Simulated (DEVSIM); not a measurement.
Structure: abrupt In0.53Ga0.47As n-p junction, at 400 K.

Layer 1 from the left is In0.53Ga0.47As, thickness (μm) 57.0, Nd (cm⁻³) 3.9e15, τn (s) 7.1e-10, τp (s) 2.1e-10. Layer 2 from the left is In0.53Ga0.47As, thickness (μm) 35.0, Na (cm⁻³) 1.3e15, τn (s) 7.1e-10, τp (s) 7.1e-10.

Left contact: ohmic. Right contact: ohmic. Voltage is applied to the left contact. Recombination: SRH at mid-gap, radiative, Auger. Mobility is constant in doping.

Constants are typed, rounded textbook-type inputs, not results; the design itself was drawn at random and stands for no fabricated device. Values at 300 K; Nc and Nv go as T^1.5, mobilities as T to minus their exponent, the gap by Varshni's rule with the affinity fixed.

In0.53Ga0.47As: gap (eV) 0.74, affinity (eV) 4.51, permittivity 13.9, Nc (cm⁻³) 2.1e17, Nv (cm⁻³) 7.7e18, μn (cm²/Vs) 12000, μp (cm²/Vs) 300, T exponent of μn 1.6, T exponent of μp 1.6, B (cm³/s) 9.6e-11, Cn (cm⁶/s) 5e-29, Cp (cm⁶/s) 5e-29, Varshni α (eV/K) 0.00035, Varshni β (K) 190.

Question: Estimate by hand the capacitance at 0.6 V, and compare with a numerical solution.

Answer: 
- Capacitance at 0.6 V: C = √(qεN / 2(Vbi + |V|)) = 10.7 nF/cm²; numerical 11.1 nF/cm² (estimate below by 4.1 %).

Simulated with DEVSIM: 1D drift-diffusion, Boltzmann statistics, complete ionisation; no tunnelling, impact ionisation, image-force lowering or self-heating.
